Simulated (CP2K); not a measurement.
Worked example: self-consistent single point of Sb (R-3m, 2 atoms in the cell) in CP2K.

Computed with CP2K 2026.2 with PBE, GPW, DZVP-MOLOPT-SR-GTH basis, GTH-PBE potentials (GTH_POTENTIALS).

The change in words: lattice scaled by 0.98. Reference geometry:
```
Sb
1.0
    4.43171     0.00000     0.00000
    2.40449     3.72270     0.00000
    2.40449     1.30938     3.48483
Sb
2
Direct
  0.23350   0.23350   0.23350
  0.76650   0.76650   0.76650
```

Reference input (self-consistent single point, DFT PBE, GPW, DZVP-MOLOPT-SR-GTH basis, GTH-PBE potentials (GTH_POTENTIALS)): CUTOFF = 400 Ry; REL_CUTOFF = 60 Ry; SMEAR/METHOD = FERMI_DIRAC; ELECTRONIC_TEMPERATURE = 1160.45 K; KPOINTS/SCHEME = MONKHORST-PACK 8 8 8; GAMMA_CENTERED = T; XC_FUNCTIONAL = PBE; Sb/BASIS_SET = DZVP-MOLOPT-SR-GTH; Sb/POTENTIAL = GTH-PBE-q5; METHOD = GPW; EPS_DEFAULT = 1e-10; NGRIDS = 5. This run's input differs from it in these lines:

```diff
@@ -63,5 +63,5 @@
     &CELL
-      A 4.43170900 0.00000000 0.00000000
-      B 2.40448500 3.72270100 0.00000000
-      C 2.40448500 1.30938000 3.48482800
+      A 4.34307500 0.00000000 0.00000000
+      B 2.35639600 3.64824600 0.00000000
+      C 2.35639500 1.28319200 3.41513100
       PERIODIC XYZ
@@ -69,4 +69,4 @@
     &COORD
-      Sb       2.15769855     1.17499091     0.81370734
-      Sb       7.08298045     3.85709009     2.67112066
+      Sb       2.11454471     1.15149077     0.79743309
+      Sb       6.94132129     3.77994723     2.61769791
     &END COORD
```

Output (repeated stretches shortened):

```
 SCF WAVEFUNCTION OPTIMIZATION

  Step     Update method      Time    Convergence         Total energy    Change
     1 NoMix/Diag. 0.20E+00      -     0.32771657       -11.2373134029 -1.12E+01
     2 Broy./Diag. 0.20E+00      -     0.00096362       -11.1169190337  1.20E-01
     3 Broy./Diag. 0.20E+00      -     0.00429790       -11.0487589040  6.82E-02
     4 Broy./Diag. 0.20E+00      -     0.00037932       -11.0496526930 -8.94E-04
     5 Broy./Diag. 0.20E+00      -     0.00100318       -11.0501942141 -5.42E-04
     6 Broy./Diag. 0.20E+00      -     0.00010715       -11.0507160753 -5.22E-04
     7 Broy./Diag. 0.20E+00      -     0.00002953       -11.0508043625 -8.83E-05
     8 Broy./Diag. 0.20E+00      -     0.00000395       -11.0508354630 -3.11E-05
     9 Broy./Diag. 0.20E+00      -     0.00000281       -11.0508639305 -2.85E-05
    10 Broy./Diag. 0.20E+00      -     0.00000003       -11.0508668848 -2.95E-06
  *** SCF run converged in    10 steps ***

  Overlap energy of the core charge distribution:               0.00000000305731
  Self energy of the core charge distribution:                -23.90633828592188
  Core Hamiltonian energy:                                      5.13996842742461
  Hartree energy:                                              10.58296994833668
  Exchange-correlation energy:                                 -2.86703118438802
  Electronic entropic energy:                                  -0.00043579333217
  Fermi energy:                                                 0.24892839834629

  Total energy:                                               -11.05086688479929
  Total energy (extrapolated to T->0):                        -11.05064898813320

   [... lines left out ...]

 STRESS| Analytical stress tensor [bar]
 STRESS|                        x                   y                   z
 STRESS|      x        1.20174490612E+05  -6.51382870574E+03  -4.51071186619E+03
 STRESS|      y       -6.51382870574E+03   1.28588597884E+05  -2.45636659332E+03
 STRESS|      z       -4.51071186619E+03  -2.45636659332E+03   1.30434359472E+05
 STRESS| 1/3 Trace                                             1.26399149322E+05
```

The run converged in 10 iterations. Against the reference run the free energy goes up by 103 meV/atom, the pressure goes from 7.11 to 12.64 GPa and the largest force goes from 0.498 to 0.893 eV/Å.

The starting cell has typed, rounded lattice constants, without a prior relaxation at this level. Its lattice was rescaled by a random factor within 2.5 % of one. For this run, on top of that: lattice scaled by 0.98. Values carry the incompleteness of an atom-centred basis. With a pressure of about 13 GPa the cell is away from its equilibrium volume at this level.
